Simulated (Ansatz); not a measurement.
# OH on the 1x1 (111) surface of fcc Ir, one in a 2x2 cell, started at the site 'hollow Ir-Ir-Ir over Ir at depth 4.4 Å'

Computed with PBE (plane waves to 420 eV, PAW; Ansatz, a quantum-chemistry and plane-wave program).

Model: 18-atom slab, 6.6 Å thick at the start under the adsorbate (thin: gaps and levels are the slab's own), 6x6x1 mesh, Fermi-Dirac 0.1 eV, dipole correction, 8 atoms held, the rest relaxed; held to the start's symmetry, so lower structures may exist; no spin, no spin-orbit, no U, no dispersion correction. At the end it is bonded to 2 Ir. In PBE it is, or lies within 0.03 eV of, the lowest of the starts that converged.

The adsorption energy against H2O(g) − ½ H2(g) is 0.61 eV and the work function of the top face is 4.87 eV. The change of the work function is -0.62 eV and the change of the step from the bottom to the top vacuum level, against the clean slab is -0.64 eV. The energy released by relaxation is 0.65 eV, the height of the binding atom over the mean of the host atoms within 0.3 Å of the top one comes out as 1.755 Å and the nearest host atoms of the binding atom is Ir at 2.18 Å, Ir at 2.18 Å, Ir at 2.92 Å. The largest move of a host atom is 0.08 Å and the note is in the relaxation the adsorbate left its starting site by 0.7 Å. The cost comes out as around 40 core-minutes (rough).

A negative adsorption energy means that the adsorbate is more stable on the surface than in its reference.
